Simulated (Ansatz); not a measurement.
The starting structures come from a database of crystals and need not be the phases stable at ambient conditions.

Inside the gap of an insulator the Bloch states are evanescent, with a wavenumber k + iκ along the transport direction.

Consider the following.

```
SrZrO3
1.0
    8.25266     0.00000     0.00000
    0.00000     8.26857     0.00000
    0.00000     4.13429     4.08905
Sr Zr O
4 4 12
Direct
  0.25000   0.01193   0.00000
  0.75000   0.98807   0.00000
  0.25000   0.50645   0.00000
  0.75000   0.49355   0.00000
  0.00000   0.50000   0.50000
  0.50000   0.50000   0.50000
  0.00000   0.00000   0.50000
  0.50000   0.00000   0.50000
  0.25000   0.04084   0.40970
  0.75000   0.95916   0.59030
  0.75000   0.54946   0.40970
  0.25000   0.45054   0.59030
  0.45694   0.78891   0.00000
  0.54306   0.21109   0.00000
  0.95694   0.21109   0.00000
  0.04306   0.78891   0.00000
  0.00000   0.70824   0.58352
  0.00000   0.29176   0.41648
  0.50000   0.29176   0.41648
  0.50000   0.70824   0.58352
```

Space group of this cell: Cmcm. The cell is taken as given; by PBEsol its mean pressure is -2.6 GPa.

Transport runs along the normal of the first two printed cell vectors.

The gap is the functional's own, uncorrected, and κ follows it; spin-orbit coupling is left out. Mid-gap values are interpolated between the computed energies.

Q: Give the band gap and the smallest decay constant κ at mid-gap that Ansatz (a first-principles code) with PBEsol yields.

A: Gap 3.48 eV on a 4×8×8 mesh; κ = 0.291 1/Å, at the zone centre.
